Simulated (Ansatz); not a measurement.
# A computed series for Zn: response to strain

Take Zn in the hcp (Mg type) structure (space group P6_3/mmc, No. 194; a = 2.6129 Å, c = 4.7815 Å; relaxed with 0.1 eV smearing) as the base.

Strains are applied to the cell and any free atomic positions relax.

All numbers come from Ansatz (a quantum-chemistry and plane-wave program) PBEsol, without spin-orbit coupling.

Notes on the quantities. energy relative to the base: free energy F; pressure: mean of the normal stresses, compression positive.

| case | energy relative to the base | pressure | shortest interatomic distance |
|---|---|---|---|
| base | 0 meV/atom | 0.0 GPa | 2.613 Å |
| isotropic strain −3.00 % | +38 meV/atom | (withheld) | 2.535 Å |
| isotropic strain −1.50 % | +8.8 meV/atom | 4.7 GPa | 2.574 Å |
| isotropic strain −1.00 % | +3.8 meV/atom | (withheld) | 2.587 Å |
| isotropic strain −0.50 % | +0.9 meV/atom | 1.5 GPa | 2.600 Å |
| isotropic strain +0.50 % | +0.9 meV/atom | -1.3 GPa | 2.626 Å |
| isotropic strain +1.50 % | +7.8 meV/atom | -3.7 GPa | 2.652 Å |
| isotropic strain +2.00 % | +14 meV/atom | -4.7 GPa | 2.665 Å |
| isotropic strain +2.50 % | +21 meV/atom | -5.6 GPa | 2.678 Å |
| isotropic strain +3.00 % | +29 meV/atom | -6.5 GPa | 2.691 Å |

Complete the table.


- isotropic strain −3.00 %, pressure: 10.8 GPa
- isotropic strain −1.00 %, pressure: 3.0 GPa

No phonon test of stability was made.
